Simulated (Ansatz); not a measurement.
WPt (model structure, Cmcm, No. 63, 4 atoms in the cell) was calculated with LDA (Ansatz, a first-principles code, plane waves, PAW).

Run with plane-wave cutoff 520 eV, 18×18×14 k mesh (along the axes of the cell as run), Fermi–Dirac smearing 0.05 eV, no spin polarisation, scalar-relativistic PAW data made under PBE.

Cell (relaxed at this level):

```cif
data_Pt4W4
_chemical_formula_sum 'W4 Pt4'
_space_group_name_H-M_alt 'Cmcm'
_space_group_IT_number 63
_space_group_name_Hall '-C 2c 2'
_cell_length_a 2.67346
_cell_length_b 10.43657
_cell_length_c 4.29096
_cell_angle_alpha 90.000
_cell_angle_beta 90.000
_cell_angle_gamma 90.000
loop_
_atom_site_label
_atom_site_type_symbol
_atom_site_symmetry_multiplicity
_atom_site_Wyckoff_symbol
_atom_site_fract_x
_atom_site_fract_y
_atom_site_fract_z
_atom_site_occupancy
W1 W 4 c 0.00000 0.32997 0.25000 1
Pt1 Pt 4 c 0.00000 0.07222 0.25000 1
```
(The calculation used a cell of 4 atoms; values per cell refer to that cell.)

Q: Give the computed bulk modulus.

A: 
* **bulk modulus**: 339 GPa

Note: the run has no spin polarisation, so it can have missed a magnetic state; the bulk modulus is −V dP/dV from two relaxed cells at ±2 % in volume; the relaxation could raise the start's symmetry but not lower it, so the cell can be a saddle point.

Spin–orbit coupling is not included.

Computed values are for the static lattice.

The result took roughly 11 core-minutes.

A model structure was made by putting elements into a prototype or built by hand; it is no filed structure, need not be a known phase, and can be a saddle point held by its symmetry.
